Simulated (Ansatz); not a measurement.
Defect migration in hcp Ru: Si-vacancy pair (Si on one host Ru site, one Ru site vacant), neutral cell. The step: Si and the vacancy change places (Si-vacancy distance between ideal sites 2.72 Å throughout); the atom moves 2.83 Å along (-1.04, 0.00, 0.00) of the unit cell; the moving atom starts with neighbours 2 Ru at 2.62, 5 Ru at 2.67, Ru at 2.70, Ru at 2.73, Ru at 2.75, Ru at 2.81 Å and ends with 2 Ru at 2.62, 5 Ru at 2.67, Ru at 2.70, Ru at 2.73, Ru at 2.75, Ru at 2.81 Å. A PBE band in Ansatz (plane-wave PAW, a 2×2×2 k-point mesh shifted by half a step along c, 36 host sites, 22 SCF runs with any check of the saddle's order, static, no finite-size correction) gives a forward barrier of 0.43 eV. The saddle point's order was not checked, and it lies on a symmetry element of the cell, where a band can be held. Forms of the defect that were not tried may lie lower. The start lies 0.11 eV above the lowest site run (PBE).

Single points at the band's start and saddle point can refine it. Rough cost of one point, in units of the band's mean SCF on the same machine:

```json
[
 {"Level": "PBE, a 4×4×4 k-point mesh shifted by half a step along c", "Cost of one point": "about 7"},
 {"Level": "r2SCAN at 500 eV, a 2×2×2 k-point mesh shifted by half a step along c", "Cost of one point": "about 3"}
]
```

### Question
Which of these move the barrier by more than 0.1 eV, and how far does each move it?

### Answer
Not one does. PBE, a 4×4×4 k-point mesh shifted by half a step along c: +0.05 eV; r2SCAN at 500 eV, a 2×2×2 k-point mesh shifted by half a step along c: -0.02 eV. Each functional is compared with PBE at the same k-points.

Ansatz is a first-principles code.
